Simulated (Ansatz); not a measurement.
Functionals compared on the (321) surface of beta tin in its 1x1 cell, outermost plane spacing 1.10 Å in the ideal cut, in Ansatz (plane waves, PAW). The structure was relaxed with PBE; the other rows are single points on it, each with its references at the same level. Cutoff 420 eV (500 eV for r2SCAN).

Set-up: 16 atoms, 11.4 Å thick at the start; mesh 9x5x1; 0.1 eV smearing; dipole correction on; all atoms relaxed; symmetry of the start imposed; no spin, no spin-orbit, no U. These notes are the PBE run's.

```tsv
functional	surface energy (J/m²)	work function of the top face (eV)	rough cost of the single point
PBE	0.43	3.99	–
LDA	0.62	4.25	about 7 core-minutes (a rough figure)
PBEsol	0.55	4.06	about 7 core-minutes (a rough figure)
RPBE	0.32	3.87	about 7 core-minutes (a rough figure)
r2SCAN	[?]	[?]	about 14 core-minutes (a rough figure)
```

### Question
Some entries are withheld; supply them.

### Answer

- r2SCAN, surface energy (J/m²): 0.60
- r2SCAN, work function of the top face (eV): 4.10

Ansatz is a quantum-chemistry and plane-wave program.
